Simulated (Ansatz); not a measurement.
SrZrO3: element substitutions

The parent structure is SrZrO₃ (space group P4mm, No. 99; a = 4.1112 Å, c = 4.1920 Å; a cell from a computed database, its experimental status unchecked).

Each row replaces one element on all its sites; cell and atoms are relaxed.

Calculations: PBEsol, PAW, 420 eV (Ansatz, an electronic-structure program; no SOC).

```
case    lattice parameter a  band gap
------  -------------------  --------
base                4.111 Å   3.35 eV
O → S                     …   0.42 eV
O → Te              5.596 Å         …
O → Se              5.171 Å         …
```

Some entries are withheld; estimate them.


- O → S, lattice parameter a: 4.939 Å
- O → Te, band gap: zero
- O → Se, band gap: 0.11 eV

Spin-orbit coupling, missing from the scalar runs, can matter with Te. Whether these cells are dynamically stable was not tested. As relaxed here, SrZrS3, SrZrTe3 and SrZrSe3 are hypothetical phases, not in the database extracts checked. The final runs are not spin-polarised. A zero or small gap of SrZrTe3 and SrZrSe3 can be the functional's error rather than a property of the material.
